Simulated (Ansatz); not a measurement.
Base system: WSe₂ (space group P6_3/mmc, No. 194; layered, stacked along the Cartesian z axis).

```
CELL_PARAMETERS angstrom
      3.23049     0.00000     0.00000
     -1.61525     2.79769     0.00000
      0.00000     0.00000    12.41108
ATOMIC_POSITIONS crystal
  W  0.66667 0.33333 0.75000
  W  0.33333 0.66667 0.25000
  Se 0.66667 0.33333 0.38545
  Se 0.33333 0.66667 0.88545
  Se 0.33333 0.66667 0.61455
  Se 0.66667 0.33333 0.11455
```

Cartesian axes are those of the cell as printed.

Calculations: PBEsol-D3(BJ) (Ansatz, a quantum-chemistry and plane-wave program), no SOC.

Before the change:

| Property | Value |
|---|---|
| Valence-band top at Γ | 0.00, -0.78, -1.48 eV |
| Band gap | 0.67 eV |
| Hole mass | 1.5 mₑ along c, 0.60 mₑ across (at Γ) |

Perturbation: uniaxial strain ε_xx = −1.20 %, all other strain components held at zero; the atoms relax in the strained cell.

Problem. How does this affect the valence-band top at Γ, stress, band gap and hole mass?

Solution. The valence-band top at Γ (three highest levels, from the VBM) becomes 0.00, -0.78, -1.34 eV (base: 0.00, -0.78, -1.48 eV); the stress (xx, yy, zz, yz, xz, xy; compression positive) comes out as (2.87, 0.48, 0.26, 0.00, 0.00, 0.00) GPa; the band gap drops by 0.01 eV, from 0.67 eV to 0.66 eV; the hole mass becomes 0.68 mₑ along x, 0.58 mₑ along y, 1.5 mₑ along z (at Γ) (base: 1.5 mₑ along c, 0.60 mₑ across (at Γ)).

With W present, leaving out spin-orbit coupling can change the band edges. Effective masses come from finite differences of ±0.01 Å⁻¹. Whether these cells are dynamically stable was not tested.
